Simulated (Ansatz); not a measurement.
Sn4Pd, pressure series

The reference is Sn₄Pd (space group Ccce, No. 68; a = 6.443 Å, b = 11.422 Å, c = 6.398 Å).

Cell and atoms are relaxed at each pressure.

Calculations: DFT with PBEsol, PAW potentials and a 420 eV plane-wave cutoff in Ansatz (an electronic-structure program), no spin-orbit coupling.

```
pressure (GPa)  volume per atom (Å³/atom)
--------------  -------------------------
-2                                 24.303
-1                                 23.898
0                                  23.540
0.3                                23.434
0.7                                     ?
3                                  22.631
5                                  22.131
7.5                                21.585
10                                 21.109
```

**Question.** Fit the third-order Birch–Murnaghan form P(V) = (3B₀/2)[(V₀/V)^(7/3) − (V₀/V)^(5/3)]·[1 + (3/4)(B₀′ − 4)((V₀/V)^(2/3) − 1)] (squares taken in P) to the rows shown and predict the withheld row.

**Answer.** Least squares on the printed values gives V₀ = 23.540 Å³/atom, B₀ = 68.6 GPa, B₀′ = 5.3; this predicts 23.307 Å³/atom, and the run gives 23.306 Å³/atom, in agreement.

Load acts through the strain it causes; cell and atoms are relaxed under it. No phonon test of stability was made. Competing high-pressure phases were not computed. All final runs are without spin polarisation.
